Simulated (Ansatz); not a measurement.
Start from La (space group P6_3/mmc, No. 194; a = 3.770 Å, c = 12.081 Å).

It is then changed as follows: cell and atoms relaxed at a pressure of 5 GPa.

Levels (all Ansatz, an electronic-structure program, PAW): PBE (420 eV, spin-orbit coupling left out); r2SCAN (500 eV, no spin-orbit coupling).

The geometry is relaxed with PBE.

```
Item            Value
------------  -------
PBE pressure  5.0 GPa
```

With r2SCAN at the same geometry, the pressure shrinks by 0.3 GPa to 4.7 GPa.

Single points use the geometry relaxed with PBE. Their cutoffs differ, which shifts pressures a little. Load acts through the strain it causes; cell and atoms are relaxed under it. Whether these cells are dynamically stable was not tested. Competing high-pressure phases were not computed.
